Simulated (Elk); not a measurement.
```
CELL_PARAMETERS angstrom
      4.02052     0.00000     0.00000
      0.00000     4.02052     0.00000
      0.00000     0.00000     7.08846
ATOMIC_POSITIONS crystal
  Hg 0.50000 0.50000 0.00000
  As 0.00000 0.00000 0.50000
  Pd 0.00000 0.00000 0.00000
  Pd 0.50000 0.00000 0.70767
  Pd 0.50000 0.00000 0.29233
  Pd 0.00000 0.50000 0.70767
  Pd 0.00000 0.50000 0.29233
```

Method: LDA (PW92), all-electron FP-LAPW, Elk's shipped species files, APW+lo basis with extra local orbitals (Elk).

The set-up and first iterations of an Elk log for HgAsPd5 (P4/mmm, 7 atoms in the cell):

```
│ Elk code version 10.2.4 │

All units are atomic (Hartree, Bohr, etc.)

│ Ground-state run starting from atomic densities │

Lattice vectors :
   7.597674121       0.000000000       0.000000000
   0.000000000       7.597674121       0.000000000
   0.000000000       0.000000000       13.39524616

Unit cell volume      :    773.2359236
Brillouin zone volume :   0.3207949939

Muffin-tin inner radius fraction :   0.1000000000E-01

Nuclei treated as point charges

Species :    1 (Hg)
 parameters loaded from : Hg.in
 name : mercury
 nuclear charge    :   -80.00000000
 electronic charge :    80.00000000
 atomic mass :    365653.2012
 muffin-tin radius :    2.800000000
 number of radial points in muffin-tin :    697
 atomic positions (lattice), magnetic fields (Cartesian) :
   1 :   0.00000000  0.00000000  0.00000000    0.00000000  0.00000000  0.00000000

Species :    2 (As)
 parameters loaded from : As.in
 name : arsenic
   [... lines left out ...]
 using average radius
Maximum |G+k| for APW functions       :    3.265680670
Maximum (1/2)|G+k|²                   :    5.332335120
Maximum |G| for potential and density :    14.00000000
 potential will be trimmed for |G| > 2 gkmax
Constant for pseudocharge density :   10
Radial integration step length :    4

G-vector grid sizes :     35    35    60
Number of G-vectors :    35815

Maximum angular momentum used for
 APW functions                      :    8
 outer part of muffin-tin           :    6
 inner part of muffin-tin           :    3

Total nuclear charge    :   -343.0000000
Total core charge       :    220.0000000
Total valence charge    :    123.0000000
Total excess charge     :    0.000000000
Total electronic charge :    343.0000000

Effective Wigner radius, rₛ :   0.8134104816

Number of empty states         :   28
Total number of valence states :   90
Total number of core states    :  220

Conduction state local-orbitals added automatically
Total number of local-orbitals :  577

Exchange-correlation functional :      3     0     0
 Perdew-Wang/Ceperley-Alder, Phys. Rev. B 45, 13244 (1992)
 gradient requirement :    0
 local density approximation (LDA)

Smearing type :    0
 Gaussian
Smearing width :   0.1837470000E-02
Effective electronic temperature (K) :    580.2271348

Mixing type :    3
 Broyden mixing, J. Phys. A: Math. Gen. 17, L317 (1984)

Kohn-Sham potential initialised from atomic data
│ Self-consistent loop started │
│ Loop number : 1 │
 total energy                :     -47078.8090278
│ Loop number : 2 │
 total energy                :     -47081.6203776
RMS change in Kohn-Sham potential (target) :   0.2548941525     (  0.1000000000E-05)
Absolute change in total energy (target)   :    2.811349719     (  0.1000000000E-03)
│ Loop number : 3 │
 total energy                :     -47110.0572990
RMS change in Kohn-Sham potential (target) :   0.1358721125     (  0.1000000000E-05)
Absolute change in total energy (target)   :    29.13975891     (  0.1000000000E-03)
│ Loop number : 4 │
 total energy                :     -47119.3605636
RMS change in Kohn-Sham potential (target) :   0.9003250699E-01 (  0.1000000000E-05)
Absolute change in total energy (target)   :    16.58820427     (  0.1000000000E-03)
│ Loop number : 5 │
 total energy                :     -47120.1064843
RMS change in Kohn-Sham potential (target) :   0.7699280479E-01 (  0.1000000000E-05)
Absolute change in total energy (target)   :    4.892971761     (  0.1000000000E-03)
│ Loop number : 6 │
 total energy                :     -47123.0651172
RMS change in Kohn-Sham potential (target) :   0.4289109156E-01 (  0.1000000000E-05)
Absolute change in total energy (target)   :    4.181875852     (  0.1000000000E-03)
│ Loop number : 7 │
 total energy                :     -47129.1069674
RMS change in Kohn-Sham potential (target) :   0.1922647474E-01 (  0.1000000000E-05)
   [... lines left out ...]
```

Q: How does the run end?

A: The run ended unconverged after 100 iterations. It gives no final result for the task that was set. The log goes on:

```
 total energy                :     -47120.7492553
RMS change in Kohn-Sham potential (target) :   0.4821927390E-03 (  0.1000000000E-05)
   [... lines left out ...]
RMS change in Kohn-Sham potential (target) :   0.8988876662E-04 (  0.1000000000E-05)
Absolute change in total energy (target)   :   0.1645959186E-01 (  0.1000000000E-03)
│ Loop number : 98 │
 total energy                :     -47120.8985978
RMS change in Kohn-Sham potential (target) :   0.8053806701E-04 (  0.1000000000E-05)
Absolute change in total energy (target)   :   0.6233277258E-02 (  0.1000000000E-03)
│ Loop number : 99 │
 total energy                :     -47120.8978502
RMS change in Kohn-Sham potential (target) :   0.8633683536E-04 (  0.1000000000E-05)
Absolute change in total energy (target)   :   0.8107031463E-03 (  0.1000000000E-03)
│ Loop number : 100 │
Reached self-consistent loops maximum

Energies :
 Fermi                       :     0.300116710533
 total energy                :     -47120.8975027

Density of states at Fermi energy :    49.81316477
 (states/Hartree/unit cell)

Estimated indirect band gap :   0.3836355897E-02
 from k-point     15 to k-point      4
Estimated direct band gap   :   0.9635064178E-02
 at k-point      4

Charges :
 core                        :    220.0000000
 valence                     :    123.0000000
 interstitial                :    9.379158514
 muffin-tins (core leakage)
  species :    1 (Hg)
   atom    1                 :    79.18979991     (  0.7127405689E-04)
  species :    2 (As)
   atom    1                 :    31.13152738     (  0.3984287002E-03)
  species :    3 (Pd)
   atom    1                 :    44.60943359     (  0.2139640642E-07)
   atom    2                 :    44.67252015     (  0.2143982059E-07)
   atom    3                 :    44.67252015     (  0.2143982059E-07)
   atom    4                 :    44.67252015     (  0.2143982059E-07)
   atom    5                 :    44.67252015     (  0.2143982059E-07)
 total in muffin-tins        :    333.6208415
 total calculated charge     :    343.0391135
 total charge                :    343.0000000
 error                       :   0.3911349445E-01

│ Self-consistent loop stopped │
```

The starting cell comes from a database of computed structures (which also holds hypothetical and non-ambient phases and stackings), without a prior relaxation at this level. Its lattice was rescaled by a random factor within 2.5 % of one. For this run, on top of that: lattice scaled by 0.98. Spin-orbit coupling is off. Values depend on the basis (sphere radii, cutoffs, local orbitals), which need not be converged.

The run was DFT, LDA (PW92), all-electron FP-LAPW, Elk's shipped species files, APW+lo basis with extra local orbitals. Main settings of its input:

```
key              value
-------  -------------
rgkmax               8
stype                0
swidth   0.00183747 Ha
ngridk           6 6 3
gmaxvr       14 1/bohr
nxlo                 2
lorbcnd           true
lmaxi                3
maxscl             100
```
